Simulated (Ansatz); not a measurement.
**Response to strain in La5Si3**

Take La₅Si₃ (space group P6_3/mcm, No. 193; a cell from a computed database, its experimental status unchecked) as the base.

```yaml
crystal:
  lattice:
    - [8.87681, 0.00000, 0.00000]
    - [-4.43840, 7.68754, 0.00000]
    - [0.00000, 0.00000, 6.68207]
  atoms:
    - { symbol: La, position: [0.33333, 0.66667, 0.00000] }
    - { symbol: La, position: [0.66667, 0.33333, 0.00000] }
    - { symbol: La, position: [0.66667, 0.33333, 0.50000] }
    - { symbol: La, position: [0.33333, 0.66667, 0.50000] }
    - { symbol: La, position: [0.74425, 0.00000, 0.75000] }
    - { symbol: La, position: [0.25575, 0.00000, 0.25000] }
    - { symbol: La, position: [0.74425, 0.74425, 0.25000] }
    - { symbol: La, position: [0.25575, 0.25575, 0.75000] }
    - { symbol: La, position: [0.00000, 0.74425, 0.75000] }
    - { symbol: La, position: [0.00000, 0.25575, 0.25000] }
    - { symbol: Si, position: [0.38960, 0.00000, 0.75000] }
    - { symbol: Si, position: [0.61040, 0.00000, 0.25000] }
    - { symbol: Si, position: [0.38960, 0.38960, 0.25000] }
    - { symbol: Si, position: [0.61040, 0.61040, 0.75000] }
    - { symbol: Si, position: [0.00000, 0.38960, 0.75000] }
    - { symbol: Si, position: [0.00000, 0.61040, 0.25000] }
```

Cartesian axes are those of the cell as printed.

Strains are applied to the cell and any free atomic positions relax; under biaxial strain the out-of-plane vector relaxes too.

Level of theory: Kohn–Sham DFT with the PBEsol functional, run in Ansatz (a program for electronic structure) with PAW and 420 eV plane waves, no spin-orbit coupling.

Notes on the quantities. energy relative to the base: free energy F; pressure: mean of the normal stresses, compression positive.

```tsv
change	energy relative to the base	pressure	largest internal atomic displacement	shortest interatomic distance
base	0 meV/atom	0.0 GPa	–	3.044 Å
biaxial strain +4.66 %, plane normal [001], relaxed out of plane	–	-2.5 GPa	–	3.124 Å
isotropic strain −1.02 %	+4.7 meV/atom	1.8 GPa	0.010 Å	3.017 Å
isotropic strain +3.92 %	+63 meV/atom	-5.3 GPa	0.040 Å	3.145 Å
tensor shear ε_xy = −2.95 %	+8.1 meV/atom	0.0 GPa	0.069 Å	2.984 Å
```

No phonon test of stability was made. The final runs are not spin-polarised.
